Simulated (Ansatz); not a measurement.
We consider CsCl-type CoAl, described by HSE06 (PAW; Ansatz, an electronic-structure program).

Run with plane-wave cutoff 500 eV, 10×10×10 k mesh, Fermi–Dirac smearing 0.1 eV, no spin polarisation, scalar-relativistic PAW data made under PBE.

Computed at the level's own relaxed cell.

### Question
Estimate the volume per atom and lattice parameter a that the calculation returns.

### Answer

* **volume per atom**: 11.09 Å³/atom
* **lattice parameter a**: 2.810 Å

Measured, for comparison: equilibrium volume per atom 11.71 Å³/atom, lattice constant a 2.861 Å (room temperature, no zero-point or thermal correction; as tabulated in Yamada et al. (2019), arXiv:1910.09660). Computed (rounded) less measured: equilibrium volume per atom -5.3 %, lattice constant a -1.8 %. A static lattice is as a rule a little smaller and stiffer than an uncorrected measurement, which narrows the difference in the lattice constant a and would widen misses of the other sign.

Note: exact exchange on metals is sensitive to the k mesh and can open a false gap; the run warned that the count of filled bands differs between k points.

Computing time: about 10 core-minutes (a rough figure).
